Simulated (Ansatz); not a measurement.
Input and output of a self-consistent single point for Ge (P3m1, 4 atoms in the cell) (Ansatz, an electronic-structure program).

Level of theory: LDA (PW92), default PAW files made with PBE (plane waves; Ansatz).

```yaml
crystal:
  lattice:
    - [3.97760, 0.00000, 0.00000]
    - [-1.98880, 3.44470, 0.00000]
    - [0.00000, 0.00000, 6.56638]
  atoms:
    - { symbol: Ge, position: [0.66667, 0.33333, 0.07051] }
    - { symbol: Ge, position: [0.33333, 0.66667, 0.93710] }
    - { symbol: Ge, position: [0.33333, 0.66667, 0.56290] }
    - { symbol: Ge, position: [0.66667, 0.33333, 0.43710] }
```

Reference input (self-consistent single point, DFT, LDA (PW92), plane waves, default PAW files made with PBE): basis.ecutwfc = 30.9 Ry; kpoints.mp_grid.grid = 7 7 3; hamiltonian.xc = lda; hamiltonian.pseudopotentials = {kind: paw} (the program's default PAW files); scf.occupations.method = fermi_dirac; scf.occupations.width = 0.0073 Ry. This run's input differs from it in these lines:

Ansatz 0.2 input:
```diff
@@ -11,3 +11,3 @@
 basis:
-  ecutwfc: 30.9 Ry
+  ecutwfc: 61.7 Ry
 kpoints:
```

The program printed (abridged):

```
SCF iter   1: F=—  HF=-16862.782086 eV  |F-HF|=—  |Δ(HF+E_count)|=         —  Δρ=4.85e-3  dr2=8.27e-3  ethr=1.77e-3  ⟨swp⟩=5.4  Hψ=2575  notcnv=0
all-band conjugate gradients solve this SCF's bands
preconditioner: auto → Kerker (q_TF=auto, 2.521 Å⁻¹)
SCF iter   2: F=—  HF=-16862.777217 eV  |F-HF|=—  |Δ(HF+E_count)|=   4.87e-3  Δρ=2.97e-3  dr2=3.22e-3  ethr=1.48e-5  ⟨swp⟩=2.0  Hψ=1240  notcnv=0
   [... lines left out ...]
SCF iter   5: F=—  HF=-16862.776683 eV  |F-HF|=—  |Δ(HF+E_count)|=   6.35e-5  Δρ=9.33e-5  dr2=7.25e-6  ethr=6.98e-8  ⟨swp⟩=2.0  Hψ=1239  notcnv=0
SCF iter   6: F=—  HF=-16862.776679 eV  |F-HF|=—  |Δ(HF+E_count)|=   3.79e-6  Δρ=3.47e-5  dr2=1.56e-6  ethr=1.29e-8  ⟨swp⟩=2.0  Hψ=1096  notcnv=0
SCF iter   7: F=—  HF=-16862.776679 eV  |F-HF|=—  |Δ(HF+E_count)|=   3.48e-7  Δρ=1.90e-5  dr2=3.05e-7  ethr=2.78e-9  ⟨swp⟩=2.0  Hψ=1227  notcnv=0
SCF iter   8: F=-16862.776679 eV  HF=-16862.776679 eV  |F-HF|=6.52e-8  |Δ(HF+E_count)|=   2.45e-7  Δρ=9.28e-6  dr2=5.11e-8  ethr=1.79e-10  ⟨swp⟩=4.3  Hψ=2496  notcnv=0
SCF 1 converged in 8 iterations: F = -16862.776679 eV  dr2 = 5.11e-8
Free energy (F): -16862.776679 eV
Internal energy: -16862.763048 eV  (E = F + TS)
E sigma→0 (E₀):  -16862.769863 eV
Entropy (-TS):   -0.013631 eV (-3.408 meV/atom)
Fermi energy:    8.358546 eV
--- Forces (eV/Å), atoms counted from 1 ---
  atom   1  Ge    -0.00000000    -0.00000000    -0.60530710
  atom   2  Ge     0.00000000     0.00000000     0.21440002
  atom   3  Ge    -0.00000000     0.00000000     0.08371217
  atom   4  Ge     0.00000000    -0.00000000     0.30719242
--- Stress (GPa, compression-positive) ---
       -1.313147      -0.000000       0.000000
       -0.000000      -1.313147       0.000000
        0.000000       0.000000      -0.112051
  P = ⅓ Tr σ = -0.9128 GPa (-9.128 kbar)
  The stress holds the Pulay correction. Without it, at fixed plane waves, as pw.x and ABINIT print it: P = -0.9171 GPa
```

The run converged in 8 iterations. Against the reference run the free energy drops by 2.0 meV/atom, the pressure stays at -0.91 GPa and the largest force stays at 0.605 eV/Å.

The starting cell comes from a database of computed structures (which also holds hypothetical and non-ambient phases and stackings), without a prior relaxation at this level. Its lattice was rescaled by up to half a per cent. One atom was moved a little off its site on purpose. Ansatz's pressure includes its estimate of the finite-basis (Pulay) stress.
